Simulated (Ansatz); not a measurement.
Input and output of a self-consistent single point for Sn (Immm, 1 atom in the cell) (Ansatz, an electronic-structure program).

Level of theory: PBEsol, default PAW files made with PBE (plane waves; Ansatz).

The change in words: lattice scaled by 0.98; basis.ecutrho_ratio: default → 2. Reference geometry:
```
Sn
1.0
   -1.69629     1.96052     2.11419
    1.69629    -1.96052     2.11419
    1.69629     1.96052    -2.11419
Sn
1
Cartesian
  0.00000   0.00000   0.00000
```

Reference input (self-consistent single point, DFT, PBEsol, plane waves, default PAW files made with PBE): basis.ecutwfc = 420 eV; kpoints.mp_grid.grid = 13 13 13; hamiltonian.xc = pbesol; hamiltonian.pseudopotentials = {kind: paw} (the program's default PAW files); scf.occupations.method = fermi_dirac; scf.occupations.width = 0.1 eV. This run's input differs from it in these lines:

Ansatz 0.2 input:
```diff
@@ -3,5 +3,5 @@
   lattice:
-    - [-1.696294, 1.960524, 2.114194]
-    - [1.696294, -1.960524, 2.114194]
-    - [1.696294, 1.960524, -2.114194]
+    - [-1.662368, 1.921314, 2.071910]
+    - [1.662368, -1.921314, 2.071910]
+    - [1.662368, 1.921314, -2.071910]
   atoms:
@@ -10,2 +10,3 @@
   ecutwfc: 420.0
+  ecutrho_ratio: 2
 kpoints:
```

Log, with long lists cut:

```
SCF iter   1: F=—  HF=-5949.764720 eV  |F-HF|=—  |Δ(HF+E_count)|=         —  Δρ=2.75e-3  dr2=1.09e-3  ethr=1.77e-3  ⟨swp⟩=5.0  Hψ=22172  notcnv=0
all-band conjugate gradients solve this SCF's bands
preconditioner: auto → none
SCF iter   2: F=—  HF=-5949.763711 eV  |F-HF|=—  |Δ(HF+E_count)|=   1.01e-3  Δρ=1.53e-3  dr2=3.64e-4  ethr=7.81e-6  ⟨swp⟩=1.8  Hψ=6803  notcnv=0
SCF iter   3: F=—  HF=-5949.763591 eV  |F-HF|=—  |Δ(HF+E_count)|=   1.20e-4  Δρ=4.28e-4  dr2=3.49e-5  ethr=2.60e-6  ⟨swp⟩=2.0  Hψ=6132  notcnv=0
SCF iter   4: F=—  HF=-5949.763557 eV  |F-HF|=—  |Δ(HF+E_count)|=   3.39e-5  Δρ=8.77e-5  dr2=1.82e-6  ethr=2.49e-7  ⟨swp⟩=2.0  Hψ=6137  notcnv=0
SCF iter   5: F=—  HF=-5949.763556 eV  |F-HF|=—  |Δ(HF+E_count)|=   8.58e-7  Δρ=4.19e-5  dr2=3.94e-7  ethr=1.30e-8  ⟨swp⟩=2.0  Hψ=6151  notcnv=0
SCF iter   6: F=-5949.763556 eV  HF=-5949.763556 eV  |F-HF|=6.52e-8  |Δ(HF+E_count)|=   2.53e-7  Δρ=1.42e-5  dr2=4.24e-8  ethr=7.14e-10  ⟨swp⟩=5.9  Hψ=17639  notcnv=0
SCF 1 converged in 6 iterations: F = -5949.763556 eV  dr2 = 4.24e-8
Free energy (F): -5949.763556 eV
Internal energy: -5949.745516 eV  (E = F + TS)
E sigma→0 (E₀):  -5949.754536 eV
Entropy (-TS):   -0.018040 eV (-18.040 meV/atom)
Fermi energy:    11.141378 eV
--- Forces (eV/Å), atoms counted from 1 ---
  atom   1  Sn     0.00000000     0.00000000    -0.00000000
--- Stress (GPa, compression-positive) ---
        0.609534       0.000000       0.000000
        0.000000      -0.044124       0.000000
        0.000000       0.000000      -0.914177
  P = ⅓ Tr σ = -0.1163 GPa (-1.163 kbar)
  The stress holds the Pulay correction, which leaves out the density cutoff's part. Without it, at fixed plane waves, as pw.x and ABINIT print it …
settings of this run that can trade accuracy for cost: basis.ecutrho_ratio < 4. Do not mix this run's numbers with those of runs without the same settings …
```

The run converged in 6 iterations. Against the reference run the free energy drops by 16.5 meV/atom and the pressure goes from -2.97 to -0.12 GPa. The full log also holds: “WARN basis.ecutrho_ratio = 2 (ecutrho = 840 eV) is below the records' recommended cutoff”.

The starting cell comes from a database of computed structures (which also holds hypothetical and non-ambient phases and stackings), without a prior relaxation at this level. Its lattice was rescaled by up to half a per cent. For this run, on top of that: lattice scaled by 0.98. Ansatz's pressure includes its estimate of the finite-basis (Pulay) stress. The cutoff lies below the one recommended for these files.
